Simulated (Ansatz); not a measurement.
The starting structures come from a database of crystals and need not be the phases stable at ambient conditions.

 Where the default PAW files enter, the runs use the earlier of Ansatz's two default sets.

The decay constant κ of evanescent states in the gap governs leakage through a thin film.

Here is the system:

```xyz
12
Lattice="6.0981 0.0000 0.0000 0.0000 6.1940 0.0000 0.0000 2.3647 5.6162" Properties=species:S:1:pos:R:3 pbc="T T T"
As     0.7684     1.1449     0.8673
As     5.3298     7.4138     4.7490
As     3.8174     4.3168     4.7490
As     2.2807     4.2419     0.8673
As     3.8349     5.8549     1.8998
As     2.2633     2.7037     3.7164
As     0.7858     5.8007     3.7164
As     5.3123     2.7579     1.8998
Ir     3.0518     1.9350     1.5288
Ir     3.0463     6.6237     4.0874
Ir     0.0027     3.5267     4.0874
Ir     6.0954     5.0320     1.5288
```

Space group of this cell: P2_1/c. The cell is taken as given; by PBEsol its mean pressure is -2.4 GPa.

Transport runs along the normal of the first two printed cell vectors.

No gap correction and no spin-orbit coupling; mid-gap values are interpolated between computed energies.

Q: Estimate the band gap and the smallest decay constant κ at mid-gap that PBEsol (Ansatz, an electronic-structure program) returns for this system.

A: Gap 0.78 eV on a 6×6×6 mesh; κ = 0.142 1/Å, at the zone centre.
